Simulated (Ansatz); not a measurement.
## H2O on the 1x1 (110) surface of bcc W, one in a 2x2 cell, started at the site 'top W'

Computed with r2SCAN, at the PBE geometry (plane waves to 500 eV, PAW; Ansatz, a first-principles code).

Set-up: 19 atoms, 6.6 Å thick at the start under the adsorbate (thin: gaps and levels are the slab's own); mesh 6x6x1; 0.1 eV smearing; dipole correction on; single point; no symmetry held, on the structure that PBE left; no spin, no spin-orbit, no U, no dispersion correction. At the end it is bonded to W. In PBE it is, or lies within 0.03 eV of, the lowest of the starts that converged; the order may differ at this level.

```
Quantity                                                                                                               Result
--------------------------------------------------------------------------------------  -------------------------------------
adsorption energy against H2O(g) at the same level                                                                 -61 kJ/mol
work function of the top face                                                                                         3.61 eV
change of the work function                                                                                          -1.29 eV
change of the step from the bottom to the top vacuum level, against the clean slab                                   -1.28 eV
height of the binding atom over the mean of the host atoms within 0.3 Å of the top one                             4.559 bohr
nearest host atoms of the binding atom                                                  W at 2.34 Å, W at 3.61 Å, W at 3.68 Å
cost                                                                                                   roughly 4 core-minutes
```

A negative adsorption energy means that the adsorbate is more stable on the surface than in its reference.
